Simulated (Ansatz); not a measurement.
# Sn: uniaxial strain ε_zz = +2.50 %

Base system: Sn in the diamond structure (space group Fd-3m, No. 227; a = 6.566 Å). Axes: x, y, z lie along the cube axes.

Perturbation: the cell is stretched by 2.50 % along z with no lateral relaxation, atoms relaxed at fixed cell.

All numbers come from r2SCAN (Ansatz, a first-principles code; PAW; 500 eV plane waves; no spin-orbit coupling). k-mesh 12×12×12 (Γ-centred); smearing 0.05 eV (Fermi–Dirac).

| quantity | base | changed | shift |
|---|---|---|---|
| volume per atom | 35.39 Å³ | 36.28 Å³ | +0.885 Å³ |
| shortest interatomic distance | 5.373 bohr | 5.418 bohr | +0.045 bohr |
| energy relative to the base (free energy F) | 0 meV/atom | +4.4 meV/atom | +4.4 meV/atom |
| pressure (mean of the normal stresses, compression positive) | 0.0 GPa | -1.0 GPa | -1.0 GPa |
| band gap | zero | zero | – |
| stress (xx, yy, zz, yz, xz, xy; compression positive) (rough) | – | (-0.7, -0.7, -1.6, 0.0, 0.0, 0.0) GPa | – |

Final structure:

```yaml
crystal:
  lattice:
    - [0.00000, 3.28324, 3.36532]
    - [3.28324, 0.00000, 3.36532]
    - [3.28324, 3.28324, 0.00000]
  atoms:
    - { symbol: Sn, position: [0.00000, 0.00000, 0.00000] }
    - { symbol: Sn, position: [0.25000, 0.25000, 0.25000] }
```

Cost of the whole job for the changed cell (relaxation, final SCF and bands): around 30 core-seconds (rough).

Without a gap, meshes like the base's 12×12×12 leave anisotropic stresses uncertain by several tenths of a GPa, and small strain energies with them. No phonon test of stability was made.
